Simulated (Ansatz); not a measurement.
C, response to strain

Start from C in the diamond structure (space group Fd-3m, No. 227; a = 3.532 Å). Axes: x, y, z lie along the cube axes.

Strains are applied to the cell and any free atomic positions relax; under biaxial strain the out-of-plane vector relaxes too.

Level of theory: Ansatz (a program for electronic structure) LDA, no spin-orbit coupling.

Notes on the quantities. energy relative to the base: free energy F.

| biaxial strain, plane normal [001], relaxed out of plane (%) | energy relative to the base (meV/atom) |
|---|---|
| -3 | 39.8 |
| -2.5 | 27.4 |
| -2 | 17.4 |
| -1.5 | 9.7 |
| -1 | ? |
| -0.5 | 1.1 |
| 0 | 0.0 |

Q: Fit ΔE = Aε² + Bε³ (ε in %) to the rows shown and predict the withheld row.

A: Least squares on the printed values gives A = 4.20 and B = -0.073 meV/atom (largest residual 0.0 meV/atom); this predicts 4.3 meV/atom, and the run gives 4.3 meV/atom, in agreement.

No phonon test of stability was made.
